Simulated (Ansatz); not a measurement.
**SrO under a change: 5 layers**

The reference is SrO in the rock salt structure (space group Fm-3m, No. 225; a = 5.1599 Å). Axes: x, y, z lie along the cube axes.

Perturbation: a free-standing slab of 5 layers (10 atoms, 2 a layer) is cut normal to the z axis, with 15 Å of vacuum and the in-plane cell held at bulk.

Method: r2SCAN (Ansatz, a first-principles code; PAW; 500 eV plane waves; without spin-orbit coupling). k-mesh 9×9×1 (Γ-centred); smearing 0.05 eV (Fermi–Dirac), for the changed cell.

| quantity | base | changed | shift |
|---|---|---|---|
| layer's space group (with vacuum) | – | P4/mmm (No. 123) | – |
| shortest interatomic distance | 2.580 Å | 2.488 Å | -0.092 Å |
| band gap | 3.80 eV | 2.95 eV | -0.845 eV |
| gap character | – | direct at Γ | – |
| valence-band top at Γ (three highest levels, from the VBM) | 0.00, 0.00, 0.00 eV | 0.00, 0.00, -0.01 eV | – |
| excess energy per area of both faces (slab less bulk energy over the cell's area: twice a surface energy) | – | 1.25 J/m² | – |
| change of the spacing d12 from its bulk value of 2.580 Å | – | -2.9 % | – |
| change of the spacing d23 from its bulk value of 2.580 Å | – | +0.5 % | – |

Final structure:

```xyz
10
Lattice="3.6486 0.0000 0.0000 0.0000 3.6486 0.0000 0.0000 0.0000 25.3199" Properties=species:S:1:pos:R:3 pbc="T T T"
O      0.9122    -0.9122     7.5903
Sr     2.7365     0.9122     7.5314
O      2.7365    -2.7365    10.0541
Sr     4.5608    -0.9122    10.0783
O      4.5608    -4.5608    12.6599
Sr     6.3851    -2.7365    12.6599
O      6.3851    -6.3851    15.2658
Sr     8.2094    -4.5608    15.2416
O      8.2094    -8.2094    17.7296
Sr    10.0337    -6.3851    17.7884
```

The excess energy carries the mismatch between the slab's and the bulk's meshes. No phonon test of stability was made. Labels are those of the standard path for the cell's own space group.
